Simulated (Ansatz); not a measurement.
Band-edge transport in semiconductors and insulators: CsPbCl₃ (Pm-3m) under several functionals (Ansatz, a first-principles code, with spin-orbit coupling). The PBE cell:

```
CsPbCl3
1.0
    5.73509     0.00000     0.00000
    0.00000     5.73509     0.00000
    0.00000     0.00000     5.73509
Cs Pb Cl
1 1 3
Direct
  0.00000   0.00000   0.00000
  0.50000   0.50000   0.50000
  0.00000   0.50000   0.50000
  0.50000   0.00000   0.50000
  0.50000   0.50000   0.00000
```

```
Functional  cell relaxed with  volume (Å³/atom)    band gap  electron conductivity mass  hole conductivity mass  Seebeck coefficient, n-type 1e19 cm⁻³
----------  -----------------  ----------------  ----------  --------------------------  ----------------------  -------------------------------------
PBE                       PBE             37.73     0.98 eV                     0.22 mₑ                 0.20 mₑ                              -120 μV/K
PBEsol                 PBEsol             35.47     0.62 eV                    0.164 mₑ                0.146 mₑ                               -97 μV/K
r2SCAN                 r2SCAN             36.52  (withheld)                  (withheld)              (withheld)                             (withheld)
```

Task: Given the cheaper levels, estimate the r2SCAN row.

Result: 
- r2SCAN, band gap: 1.18 eV
- r2SCAN, electron conductivity mass: 0.22 mₑ
- r2SCAN, hole conductivity mass: 0.198 mₑ
- r2SCAN, Seebeck coefficient, n-type 1e19 cm⁻³: -122 μV/K

For the band gap, PBE gives 0.98 eV and r2SCAN 1.18 eV: PBE lies 17 % below.

The PBE and r2SCAN rows stand on cells whose volumes differ by 3.3 %, so the difference holds the effect of the cell as well as that of the functional.

Masses are for dilute carriers at 300 K, harmonic means over directions unless an axis is named. Seebeck coefficients are for the stated density at 300 K, with one relaxation time for all states and whether or not that doping can be reached.

CsPbCl3 (Pm-3m): a high-temperature phase held by its symmetry.
